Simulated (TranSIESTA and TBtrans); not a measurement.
Ga chain with one S atom inserted

Junction: Ga chain with one S atom inserted. Leads: straight Ga chain, spacing 2.703 Å. Geometry: 3 atoms about the centre moved by SIESTA (PBE, DZP) to a largest force of 0.04 eV/Å, all others as built, motion along the axis alone.

Method: TranSIESTA and TBtrans, PBE, DZ numerical orbitals (energy shift 0.15 eV), PseudoDojo norm-conserving scalar-relativistic potentials, mesh cutoff 200 Ry, 300 K, no spin polarisation, no spin-orbit coupling; self-consistent non-equilibrium Green functions.

| Property | Result |
|---|---|
| Conductance at 300 K (G0 = 2e²/h) | 1.56 |
| Thermopower (μV/K) | -5.6 |
| Mean T from −0.5 to 0.5 eV | 1.18 |

Energies count from the leads' Fermi level. Transmissions are for one spin of a degenerate pair. The energy step is 0.01 eV; narrower resonances are cut or missed.

| E (eV) | T | lead channels |
|---|---|---|
| -2.00 | 0.34 | 1 |
| -1.90 | 0 | 0 |
| -1.80 | 0 | 0 |
| -1.70 | 0 | 0 |
| -1.60 | 0 | 0 |
| -1.50 | 0 | 0 |
| -1.40 | 0 | 0 |
| -1.30 | 0.091 | 1 |
| -1.20 | 0.24 | 1 |
| -1.10 | 0.33 | 1 |
| -1.00 | 0.40 | 1 |
| -0.90 | 0.44 | 1 |
| -0.80 | 0.48 | 1 |
| -0.70 | 0.51 | 1 |
| -0.60 | 0.53 | 1 |
| -0.50 | 0.55 | 1 |
| -0.40 | 0.56 | 1 |
| -0.30 | 0.57 | 1 |
| -0.20 | 0.58 | 1 |
| -0.10 | 1.34 | 3 |
| 0.00 | 1.59 | 3 |
| 0.10 | 1.59 | 3 |
| 0.20 | 1.54 | 3 |
| 0.30 | 1.50 | 3 |
| 0.40 | 1.48 | 3 |
| 0.50 | 1.48 | 3 |
| 0.60 | 1.50 | 3 |
| 0.70 | 1.55 | 3 |
| 0.80 | 1.61 | 3 |
| 0.90 | 1.68 | 3 |
| 1.00 | 1.77 | 3 |
| 1.10 | 1.86 | 3 |
| 1.20 | 1.96 | 3 |
| 1.30 | 2.05 | 3 |
| 1.40 | 2.13 | 3 |
| 1.50 | 2.20 | 3 |
| 1.60 | 2.26 | 3 |
| 1.70 | 2.30 | 3 |
| 1.80 | 2.33 | 3 |
| 1.90 | 2.34 | 3 |
| 2.00 | 2.34 | 3 |

The straight chain is held at its spacing; free chains may zigzag or dimerise. No spin-polarised start was tried, so a magnetic state, if there is one, is missed.
